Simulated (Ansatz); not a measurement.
A self-consistent single point of MoS₂ (R3m, 3 atoms in the cell) with Ansatz (a program for electronic structure).

Method: PBE, PAW files (plane waves; Ansatz).

```
CELL_PARAMETERS angstrom
      1.62654     0.93908     6.62211
     -1.62654     0.93908     6.62211
      0.00000    -1.87817     6.62211
ATOMIC_POSITIONS crystal
  Mo 0.99978 0.99978 0.99978
  S  0.41294 0.41294 0.41294
  S  0.25330 0.25330 0.25330
```

Reference input (self-consistent single point, DFT, PBE, plane waves, PAW files): basis.ecutwfc = 30.9 Ry; kpoints.mp_grid.grid = 6 6 6; hamiltonian.xc = pbe; hamiltonian.pseudopotentials = {kind: paw} (the program's default PAW files); scf.occupations.method = fixed. This run's input differs from it in these lines:

Ansatz 0.2 input:
```diff
@@ -10,3 +10,3 @@
 basis:
-  ecutwfc: 30.9 Ry
+  ecutwfc: 18.4 Ry
 kpoints:
```

Log, with long lists cut:

```
SCF iter   1: F=—  HF=-6762.985110 eV  |F-HF|=—  |Δ(HF+E_count)|=         —  Δρ=6.13e-2  dr2=3.00e0  ethr=3.10e-3  ⟨swp⟩=4.8  Hψ=2589  notcnv=0  defer=49
all-band conjugate gradients solve this SCF's bands
preconditioner: auto → none
SCF iter   2: F=—  HF=-6762.765260 eV  |F-HF|=—  |Δ(HF+E_count)|=   2.20e-1  Δρ=5.64e-2  dr2=4.81e0  ethr=3.10e-3  ⟨swp⟩=3.0  Hψ=1415  notcnv=0  defer=52
SCF iter   3: F=—  HF=-6762.379287 eV  |F-HF|=—  |Δ(HF+E_count)|=   3.86e-1  Δρ=3.30e-2  dr2=1.67e0  ethr=3.10e-3  ⟨swp⟩=3.5  Hψ=1276  notcnv=0  defer=46
   [... lines left out ...]
SCF iter   7: F=—  HF=-6762.149527 eV  |F-HF|=—  |Δ(HF+E_count)|=   1.70e-4  Δρ=1.57e-4  dr2=5.89e-5  ethr=2.56e-7  ⟨swp⟩=2.0  Hψ=790  notcnv=0  defer=50
SCF iter   8: F=—  HF=-6762.149517 eV  |F-HF|=—  |Δ(HF+E_count)|=   9.57e-6  Δρ=7.06e-5  dr2=5.77e-6  ethr=2.27e-7  ⟨swp⟩=2.1  Hψ=722  notcnv=0  defer=48
SCF iter   9: F=—  HF=-6762.149517 eV  |F-HF|=—  |Δ(HF+E_count)|=   6.05e-7  Δρ=1.74e-5  dr2=3.81e-7  ethr=2.22e-8  ⟨swp⟩=2.1  Hψ=699  notcnv=0  defer=48
SCF iter  10: F=-6762.149517 eV  HF=-6762.149517 eV  |F-HF|=5.24e-9  |Δ(HF+E_count)|=   3.46e-8  Δρ=3.78e-6  dr2=8.90e-9  ethr=3.85e-10  ⟨swp⟩=8.2  Hψ=2780  notcnv=0
SCF 1 converged in 10 iterations: F = -6762.149517 eV  dr2 = 8.90e-9
Free energy (F): -6762.149517 eV
Internal energy: -6762.149517 eV  (E = F + TS)
E sigma→0 (E₀):  -6762.149517 eV
Fermi energy:    8.826427 eV
--- Forces (eV/Å), atoms counted from 1 ---
  atom   1  Mo     0.00000000     0.00000000    -0.00050498
  atom   2  S      0.00000000     0.00000002    -0.73613617
  atom   3  S      0.00000000    -0.00000002     0.73659238
--- Stress (GPa, compression-positive) ---
       -6.351300       0.000000      -0.000000
        0.000000      -6.351300      -0.000000
       -0.000000      -0.000000      -5.555229
  P = ⅓ Tr σ = -6.0859 GPa (-60.859 kbar)
  The stress holds the Pulay correction. Without it, at fixed plane waves, as pw.x and ABINIT print it: P = -16.9733 GPa
```

The run converged in 10 iterations. Against the reference run the free energy goes up by 207 meV/atom, the pressure goes from -6.48 to -6.09 GPa, the largest force goes from 0.792 to 0.737 eV/Å and the gap on the mesh moves little (1.028 to 1.022 eV).

The starting cell comes from a database of computed structures (which also holds hypothetical and non-ambient phases and stackings), without a prior relaxation at this level. Its lattice was rescaled by a random factor within 2.5 % of one. Ansatz's pressure includes its estimate of the finite-basis (Pulay) stress. Without the estimate this run gives -16.97 GPa. The cutoff lies below the one recommended for these files.
